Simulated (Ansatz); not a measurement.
# Corundum Ga₂O₃ (metastable phase)

Calculation: r²SCAN (Ansatz, a program for electronic structure, PAW).

Numerical settings: plane-wave cutoff 500 eV, 8×8×8 k mesh, gaussian smearing 0.02 eV, scalar-relativistic PAW data made under PBE.

Cell: relaxed at this level.

| Property | Value |
|---|---|
| equilibrium volume per atom | 9.64 Å³/atom |
| equilibrium lattice constant a | 4.985 Å |
| lattice parameter c | 13.442 Å |
| band gap | 3.57 eV (on the SCF k mesh) |

Measured, for comparison: lattice constant a 4.982 Å, lattice parameter c 13.433 Å (temperature not stated, no zero-point or thermal correction; as tabulated in Marezio, Remeika, J. Chem. Phys. 46, 1862 (1967) (COD 1538347)). Computed (rounded) less measured: lattice constant a +0.1 %, lattice parameter c +0.1 %.

Spin–orbit coupling is not included.

The computed numbers hold no vibrational or temperature effects.
